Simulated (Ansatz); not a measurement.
Structures of equal composition on the (110) surface of bcc Mo: a layer of Ge in place of the second plane; a layer of Ge in place of the third plane. The slabs share one bottom face, and each structure is named by its start. These are constructed structures in small cells; real faces may alloy, dewet or reconstruct in larger ones, and not all known structures of the face are among them. Slabs of about 11 Å, Fermi-Dirac smearing of 0.1 eV. Bottom of the slabs: a bare face, its two planes held. Relaxed from the named starts with such symmetry as they have, on meshes of like density; energies extrapolated to zero smearing; spin only where a row says so; no spin-orbit coupling, no U. Brackets mark spin-polarised runs, whose order is one that fits the cell.

These are PBE (plane waves to 420 eV, PAW; Ansatz, a first-principles code) values and carry that method's errors.

Q: Put the candidates in order of energy per 1x1 cell, lowest first, for PBE.

A: a layer of Ge in place of the third plane (0.000 eV), a layer of Ge in place of the second plane (0.081 eV)
